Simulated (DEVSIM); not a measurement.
## Si p-n junction from an implanted or diffused profile

System: Si p-n junction from an implanted or diffused profile, at 250 K.

| layer (left to right) | material | thickness (μm) | Nd (cm⁻³) | τn (s) | τp (s) |
|---|---|---|---|---|---|
| 1 | Si | 120 | 5.2e15 | 5.3e-5 | 5.3e-5 |

Added acceptor profile: 2.6e17 cm⁻³ × exp(−(x − 0 μm)²/(2·(0.23 μm)²)). Left contact: ohmic. Right contact: ohmic. Voltage is applied to the left contact. Recombination: SRH at mid-gap, Auger. Mobility is μmin + (μ − μmin)/(1 + (N/Nref)^α).

Constants are typed, rounded textbook-type inputs, not results; the design itself was drawn at random and stands for no fabricated device. Values at 300 K; Nc and Nv go as T^1.5, mobilities as T to minus their exponent, the gap by Varshni's rule with the affinity fixed.

```tsv
parameter	Si
gap (eV)	1.124
affinity (eV)	4.05
permittivity	11.7
Nc (cm⁻³)	2.86e19
Nv (cm⁻³)	3.1e19
μn (cm²/Vs)	1417
μp (cm²/Vs)	470
μn,min	52
μp,min	45
Nref,n	9.7e16
Nref,p	2.2e17
αn	0.68
αp	0.72
T exponent of μn	2.3
T exponent of μp	2.2
Cn (cm⁶/s)	2.8e-31
Cp (cm⁶/s)	9.9e-32
Varshni α (eV/K)	0.000473
Varshni β (K)	636
```

DEVSIM, 1D drift-diffusion, Boltzmann statistics, complete ionisation; no tunnelling, impact ionisation, image-force lowering or self-heating.

The potential step across the device at zero bias is 0.859 V. The dark forward voltage at 1 A/cm² is 0.729 V and the dark forward voltage at 100 A/cm² is 1.059 V.

Small-signal capacitance in reverse bias (quasi-static):

```
V (V)  C (nF/cm²)
-----  ----------
-0.04        19.4
-0.1         18.8
-0.2         18.0
-0.3         17.2
-0.4         16.5
-0.6         15.4
-0.8         14.5
-1           13.7
-1.3         12.8
-1.6         12.0
-2           11.2
```

Dark forward current:

```
V (V)  J (A/cm²)
-----  ---------
0.05     9.6e-13
0.15     1.7e-11
0.20     7.9e-11
0.30      3.9e-9
0.40      3.5e-7
0.45      3.5e-6
0.55     0.00036
0.60      0.0037
0.70        0.34
0.80         7.1
0.85          16
0.95          46
1.05          95
1.10         130
1.20         200
1.25         250
1.35         350
1.45         480
1.50         550
1.60         710
```
